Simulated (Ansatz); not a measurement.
For SrTiO3 (I4/mcm, No. 140, 10 atoms in the cell; start mp-4651), LDA (plane waves, PAW; Ansatz, a program for electronic structure) gives:

| Quantity | Result |
|---|---|
| lattice constant a | 5.432 Å |
| c axis length | 7.743 Å |
| cohesive energy | 7.51 eV/atom |
| band gap | 2.01 eV |

Q: What does r²SCAN+rVV10 in Ansatz (plane waves, PAW) give for the same quantities?

A: 
- lattice constant a: 5.503 Å (goes up by 1.3 %)
- lattice parameter c: 7.811 Å (rises by 0.9 %)
- cohesive energy: 6.61 eV/atom (falls by 0.90 eV/atom)
- band gap: 2.34 eV (increases by 0.33 eV)

Changes are worked out from the printed values.

Unless a cell is named, each level is at its own relaxed cell (LDA 11.42, r²SCAN+rVV10 11.83 Å³/atom).

Spin–orbit coupling is included only where a level's name says +SOC; with heavier elements it mostly lowers gaps and can invert bands. Density-functional gaps are differences of (generalised) Kohn–Sham levels.

Caveats: the relaxation could not lower the start's symmetry, so the cell can be a saddle point above a distorted one (LDA, r²SCAN+rVV10). Ansatz's density-functional and Hartree–Fock values are scalar-relativistic unless marked +SOC, with PAW data made under PBE.

A start named mp-… is a Materials Project structure, which need not be a measured phase.
